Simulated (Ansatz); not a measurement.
Consider TiAl (space group P4/mmm, No. 123; relaxed with 0.1 eV smearing).

```
TiAl
1.0
    2.81271     0.00000     0.00000
    0.00000     2.81271     0.00000
    0.00000     0.00000     4.06160
Ti Al
1 1
Direct
  0.00000   0.00000   0.00000
  0.50000   0.50000   0.50000
```

Cartesian axes are those of the cell as printed.

Calculations: Kohn–Sham DFT with the r2SCAN functional, run in Ansatz (a program for electronic structure) with PAW and 500 eV plane waves, scalar-relativistic without spin-orbit coupling.

Now apply this change: the cell is stretched by 2.00 % along x with no lateral relaxation, atoms relaxed at fixed cell.

Task: Estimate the effect on the stress.

Result: The stress (xx, yy, zz, yz, xz, xy; compression positive) comes out as (-4.0, -1.2, -1.7, 0.0, 0.0, 0.0) GPa.

Task: What does the calculation give for the energy relative to the base after the change?

Result: The energy goes up by 4.1 meV/atom.

The cells carry an imposed strain or load. Stability against distortions was not tested. The final runs are not spin-polarised.
